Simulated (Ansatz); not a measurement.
Results of PBE0 in Ansatz (plane waves, PAW) for AlCl₃ (C2/m, No. 12).

Settings: plane-wave cutoff 500 eV, 4×4×4 k mesh, gaussian smearing 0.02 eV, scalar-relativistic PAW data made under PBE.

Cell (relaxed with PBEsol):

AlCl3 is taken in the monoclinic space group C2/m (No. 12), Pearson symbol mS16. Lattice parameters: a = 5.934 Å, b = 10.276 Å, c = 6.625 Å, α = 90.00°, β = 106.68°, γ = 90.00°. Al on 4g is surrounded by 6 Cl at 2.323 Å (octahedral). Cl1 on 4i sees 2 Al at 2.323 Å (bent). Cl2 on 8j is surrounded by 2 Al at 2.323 Å (bent). (Neighbours: up to the widest gap in distance over summed covalent radii, below 1.35, at either atom; cation-cation and far metal-metal contacts left out.)
(The calculation used a cell of 8 atoms; values per cell refer to that cell.)

### Question
What does this level give for the band gap?

### Answer

band gap: 7.63 eV (on the SCF k mesh)

Note: the cell comes from a level without a dispersion term, which matters for the spacing of layers, chains or molecules; cell and atoms aren't relaxed at this level (pressure 0.2 GPa); the cell has widely spaced layers and the level no dispersion term, so their spacing and the moduli can rest on weak binding.

It cost very roughly 13 core-minutes of CPU time.

Ansatz is a quantum-chemistry and plane-wave program.
